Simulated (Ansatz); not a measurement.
## What biaxial strain −0.72 %, plane normal [001], relaxed out of plane does to Y

The parent structure is Y in the hcp (Mg type) structure (space group P6_3/mmc, No. 194; a = 3.681 Å, c = 5.721 Å; relaxed with 0.1 eV smearing). Axes: x lies along a and z along c of the hexagonal cell.

Perturbation: biaxial strain −0.72 %, plane normal [001], relaxed out of plane (Cartesian); in-plane vectors clamped, the third vector and the atoms free.

The values are results of r2SCAN/PAW in Ansatz (a program for electronic structure), no spin-orbit coupling, earlier PAW set, not measurements. Γ-centred 18×18×10 mesh, Fermi–Dirac width 0.1 eV.

```csv
quantity,base,changed,shift
volume per atom,33.57 Å³,33.21 Å³,-0.354 Å³
space group,P6_3/mmc (No. 194),P6_3/mmc (No. 194),–
shortest interatomic distance,6.734 bohr,6.734 bohr,0.000 bohr
"pressure (mean of the normal stresses, compression positive)",0.0 GPa,0.5 GPa,+0.5 GPa
band gap,zero,zero,–
out-of-plane strain,–,+0.39 %,–
mean in-plane stress (compression positive),–,+0.7 GPa,–
```

Final structure (turned so that z lies along the plane normal):

```
Y
1.0
    3.65436     0.00000     0.00000
    1.82718     3.16476     0.00000
    0.00000     0.00000     5.74338
Y
2
Direct
  0.33333   0.33333   0.75000
  0.66667   0.66667   0.25000
```

Whether these cells are dynamically stable was not tested. The final runs are not spin-polarised.
